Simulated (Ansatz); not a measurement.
Where the default PAW files enter, the runs use the earlier of Ansatz's two default sets.

Given:

```
CELL_PARAMETERS angstrom
      4.65856     0.00000     0.00000
      0.00000     7.55274     0.00000
      2.32928     0.00000     4.03443
ATOMIC_POSITIONS crystal
  Ag 0.33333 0.99902 0.33333
  Ag 0.66667 0.49902 0.66667
  I  0.33333 0.62108 0.33333
  I  0.66667 0.12108 0.66667
```

Space group of this cell: P6_3mc, wurtzite. The cell is taken as given; by PBEsol its mean pressure is -1.6 GPa.

Transport runs along the normal of the first two printed cell vectors, the (100) plane of the conventional cell.

No gap correction and no spin-orbit coupling; mid-gap values are interpolated between computed energies.

**Question.** State the band gap and the smallest decay constant κ at mid-gap according to PBEsol (Ansatz, a first-principles code).

**Answer.** Gap 1.24 eV on a 8×4×8 mesh; κ = 0.116 1/Å, at the zone centre.
